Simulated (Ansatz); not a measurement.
SmC2 (I4/mmm, No. 139; cell taken from a computed entry) was calculated with r²SCAN+rVV10 in Ansatz (PAW).

Numerical settings: plane-wave cutoff 500 eV, 14×14×14 k mesh, Fermi–Dirac smearing 0.05 eV, spin-polarised start, scalar-relativistic PAW data made under PBE.

Computed at the level's own relaxed cell.

Q: Give the computed volume per atom, lattice parameter a and c axis length.

A: 
- volume per atom: 15.98 Å³/atom
- lattice parameter a: 3.858 Å
- c axis length: 6.440 Å

Note: the magnetic order was assumed, not searched for or taken from measurement; the relaxation could not lower the start's symmetry, so the cell can be a saddle point above a distorted one; the 4f shell is treated without U or exact exchange, so its levels and filling can be wrong.

Spin–orbit coupling is not included.

Static lattice: no zero-point or thermal effects.

Ansatz is an electronic-structure program.
